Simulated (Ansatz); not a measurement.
The reference is CdTe in the zinc blende structure (space group F-43m, No. 216; a = 6.409 Å).

Computed with LDA, PAW, 420 eV (Ansatz, a program for electronic structure; no spin-orbit coupling).

One change was made to it. Results:

| quantity | base | after |
|---|---|---|
| lattice parameter a | 6.409 Å | 5.994 Å |
| hole mass (degenerate bands, along [100]) | 0.051, 0.48, 0.48 mₑ (at Γ) | 0.085, 0.34, 0.34 mₑ (at Γ) |
| electron mass | 0.050 mₑ (at Γ) | 0.084 mₑ (at Γ) |
| valley order (the lowest conduction-band minima on the path, energy above the VBM, named in the base's zone) | Γ 0.61 eV; L along ⟨111⟩ 1.68 eV | Γ 1.23 eV; L along ⟨111⟩ 1.84 eV; X along ⟨100⟩ 1.87 eV |

Q: What was done to the base?
(A) pressure 0.9 GPa
(B) pressure −1 GPa
(C) pressure 15 GPa

A: C, pressure 15 GPa. For comparison, the valley order in the other runs: pressure −1 GPa gives Γ 0.54 eV; L along ⟨111⟩ 1.65 eV; pressure 0.9 GPa gives Γ 0.67 eV; L along ⟨111⟩ 1.69 eV.

With Te present, leaving out spin-orbit coupling can change the band edges. The levels and masses belong to the bands next to the band gap. Load acts through the strain it causes; cell and atoms are relaxed under it. Effective masses come from finite differences of ±0.01 Å⁻¹. No phonon test of stability was made. Measured, CdTe leaves this structure (for cinnabar) near 3.53 GPa (temperature not stated; as listed in Datta, Sujoy, Jana, Debnarayan, arXiv (2020)), on rising pressure, with hysteresis.
